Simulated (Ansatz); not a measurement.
The parent structure is SiO2 in the rutile structure (space group P4_2/mnm, No. 136).

Space group P4₂/mnm (No. 136); a = 4.1848 Å, b = 4.1848 Å, c = 2.6684 Å, α = 90.00°, β = 90.00°, γ = 90.00°

```tsv
atom	site	symmetry	x	y	z
Si	2a	m.mm	0.0000	0.0000	0.0000
O	4g	m.2m	0.1939	0.1939	0.5000
```

Calculations: r2SCAN, PAW, 500 eV (Ansatz, a first-principles code; without spin-orbit coupling), earlier PAW set.

One change was made to it. Results:

The band gap goes up by 1.53 eV to 8.06 eV; the gap character stays direct at Γ; the valence-band top at Γ (three highest levels, from the VBM) becomes 0.00, -1.06, -1.06 eV (base: 0.00, -0.88, -0.88 eV); the volume per atom shrinks by 1.44 Å³ to 6.35 Å³.

Which of these changes matches the shifts?
(A) pressure 3 GPa
(B) pressure 100 GPa
(C) pressure −1 GPa
(D) pressure 15 GPa
(E) pressure 7 GPa

B, pressure 100 GPa. For comparison, the band gap in the other runs: pressure −1 GPa gives 6.47 eV; pressure 3 GPa gives 6.69 eV; pressure 7 GPa gives 6.89 eV; pressure 15 GPa gives 7.27 eV.

Load acts through the strain it causes; cell and atoms are relaxed under it. Stability against distortions was not tested. Competing high-pressure phases were not computed.
